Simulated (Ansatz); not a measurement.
**Question.** Name crystals whose logarithmic mean phonon energy lies between 16.7 and 26 meV and whose mean free path at 300 K lies between 6.3 and 9.9 nm, by PBEsol, DFPT electron-phonon coupling, linearised Boltzmann equation (Ansatz, an electronic-structure program).

**Answer.** Many crystals can fit; among those computed here:
- LuRh3B (Pm-3m): 17.2 meV, 6.8 nm
- HfRh3 (Pm-3m): 18.3 meV, 7.7 nm
- Os (P6_3/mmc): 20 meV, 8.7 nm
- Ir (Fm-3m): 18.4 meV, 9.1 nm
- ZrMo₂ (Fd-3m): 18.8 meV, 9.6 nm

Metals; harmonic phonons alone scatter; means over directions. The mean free path is weighted by the current that each state carries. Halving the electron mesh moves these values by up to 5 %; q meshes are mostly untested. Some of the runs warned that the eigensolver left states short of its tolerance. Spin-orbit coupling is left out.

Formula and space group known from diffraction (Crystallography Open Database), not checked to be the room-temperature form: HfRh3 (Pm-3m), LuRh3B (Pm-3m), ZrMo2 (Fd-3m). The missing spin-orbit coupling matters most for HfRh3 (Pm-3m), Ir (Fm-3m), LuRh3B (Pm-3m), Os (P6_3/mmc).
